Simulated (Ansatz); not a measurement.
Input for (Te,Se) alloy cell SeTe (trigonal selenium type start):

Ansatz 0.2 input:
```yaml
crystal:
  lattice:
    - [-4.235857896, 0.038253523, -5.545895756]
    - [4.237822787, -0.01273083, -5.547516709]
    - [0.044153743, -7.265498418, 0.018234302]
  atoms:
    - { symbol: Se, position: [0.464118036, 0.206478306, 0.506783842] }
    - { symbol: Se, position: [0.974116365, 0.696961529, 0.491200988] }
    - { symbol: Se, position: [0.194136863, 0.460055176, -0.003555328] }
    - { symbol: Te, position: [0.683156272, 0.981034456, -0.003383959] }
    - { symbol: Te, position: [0.491528908, 0.844782238, 0.375441332] }
    - { symbol: Se, position: [0.987977791, 0.358564544, 0.366638213] }
    - { symbol: Se, position: [0.217138248, 0.126057957, 0.878884868] }
    - { symbol: Te, position: [0.723879783, 0.595690398, 0.84441269] }
    - { symbol: Te, position: [0.553681095, 0.436260398, 0.142080493] }
    - { symbol: Te, position: [0.074326018, 0.939719054, 0.144525727] }
    - { symbol: Se, position: [0.30626031, 0.680911201, 0.629633839] }
    - { symbol: Te, position: [0.829680313, 0.173484742, 0.627337295] }
basis:
  ecutwfc: 420
  ecutrho_ratio: 4
  xc_grid: 2
kpoints:
  mp_grid: { grid: [3, 3, 3] }
hamiltonian:
  xc: pbe
  dispersion: d3bj
  pseudopotentials: { kind: paw }
scf:
  n_extra_bands: 32
  occupations: { method: fermi_dirac, width: 0.01 }
output:
  eigenstates:
    kpoints:
      - [0.0, 0.0, 0.0]
      - [-0.5, -0.5, -0.5]
      - [-0.5, -0.5, 0.0]
      - [0.0, 0.0, -0.5]
    e_range: [-5, 6]
    localisation: true
  eigenvalues: true
magnetization:
  noncollinear: true
  spin_orbit: true
```

The numbers are results of PBE+D3(BJ) with spin-orbit coupling (plane waves to 420 eV, PAW; Ansatz, a first-principles code), not measurements.  Its k-point mesh 3×3×3, Fermi–Dirac width 0.01 eV.

**Question.** Write the closing report of this run, without the band table and long remarks, to eight decimals at most.

**Answer.** 
```
SCF converged after 11 iterations
Magnetization: |M| = 0.0000 μB,  M = (+0.0000, +0.0000, +0.0000) μB
Absolute magnetization: 0.0000 μB (∫|m|)
  site 0: m = (+0.0000, +0.0000, +0.0000) μB, |m| = 0.0000 μB  (R = 1.09 Å)
  site 1: m = (+0.0000, +0.0000, +0.0000) μB, |m| = 0.0000 μB  (R = 1.03 Å)
  site 2: m = (+0.0000, +0.0000, +0.0000) μB, |m| = 0.0000 μB  (R = 1.01 Å)
  site 3: m = (+0.0000, +0.0000, +0.0000) μB, |m| = 0.0000 μB  (R = 1.18 Å)
  site 4: m = (+0.0000, +0.0000, +0.0000) μB, |m| = 0.0000 μB  (R = 1.10 Å)
  site 5: m = (+0.0000, +0.0000, +0.0000) μB, |m| = 0.0000 μB  (R = 1.04 Å)
  site 6: m = (+0.0000, +0.0000, +0.0000) μB, |m| = 0.0000 μB  (R = 1.01 Å)
  site 7: m = (+0.0000, +0.0000, +0.0000) μB, |m| = 0.0000 μB  (R = 1.17 Å)
  site 8: m = (+0.0000, +0.0000, +0.0000) μB, |m| = 0.0000 μB  (R = 1.10 Å)
  site 9: m = (+0.0000, +0.0000, +0.0000) μB, |m| = 0.0000 μB  (R = 1.10 Å)
  site 10: m = (+0.0000, +0.0000, +0.0000) μB, |m| = 0.0000 μB  (R = 1.03 Å)
  site 11: m = (+0.0000, +0.0000, +0.0000) μB, |m| = 0.0000 μB  (R = 1.09 Å)
Free energy (F): -74716.046295 eV
Harris-Foulkes:  -74716.046295 eV  (|F-HF|=1.04e-8)
Internal energy: -74716.046295 eV  (E = F + TS)
E sigma→0 (E₀):  -74716.046295 eV
Fermi energy:    9.212001 eV
--- Per-component energies (eV) ---
  E_band       = -3841.774341
  E_kinetic    = 1788.643895
  E_local      = -21958.229544  (includes V_loc(G=0)·N_el)
  E_nonlocal   = -5425.728209
  E_hartree    = 11967.991812
  E_xc         = -1369.476436
  E_vxc        = -1210.941068  (∫ρ·V_xc dr)
  E_paw        = -39463.168431  (= ΣΔE_a)
  E_vpaw       = -971.499445  (= ΣTr[D̂ρ^β])
  E_aug_tail   = -0.004680  (compensation charges beyond the density's cutoff)
  E_ewald      = -20251.227719
  E_disp       = -4.846981  (pairwise vdW)
  E_smearing   = 0.000000  (= −TS)
  E_closure    = 0.000000  (closes the sum)
  Σ components = -74716.046295   (vs F -74716.046295, Δ=0.00e0)
```

Cost: roughly 9 core-minutes.
